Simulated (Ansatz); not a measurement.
The reference is SrTiO3 in the cubic perovskite structure (space group Pm-3m, No. 221).

```xyz
5
Lattice="3.9364 0.0000 0.0000 0.0000 3.9364 0.0000 0.0000 0.0000 3.9364" Properties=species:S:1:pos:R:3 pbc="T T T"
Sr     0.0000     0.0000     0.0000
Ti     1.9682     1.9682     1.9682
O      1.9682     0.0000     1.9682
O      0.0000     1.9682     1.9682
O      1.9682     1.9682     0.0000
```

The values are results of Ansatz (a quantum-chemistry and plane-wave program), PBE, PAW, cutoff 420 eV, no SOC, not measurements.

Strains are applied to the cell and any free atomic positions relax.

One change was made to it. Results:

```
quantity                  base            after
-------------  ---------------  ---------------
gap character  indirect, R → Γ  indirect, R → Γ
band gap               1.84 eV          1.95 eV
pressure              0.01 GPa        10.47 GPa
```

Problem. Which change produced these results?
A) isotropic strain −3.00 %
B) isotropic strain −1.80 %
C) isotropic strain −2.40 %

Solution. B, isotropic strain −1.80 %. For comparison, the pressure in the other runs: isotropic strain −3.00 % gives 19.02 GPa; isotropic strain −2.40 % gives 14.57 GPa.

Stability against distortions was not tested. The final runs are not spin-polarised. Many cubic perovskites are stable only at high temperature; tilts and polar distortions were not tested.
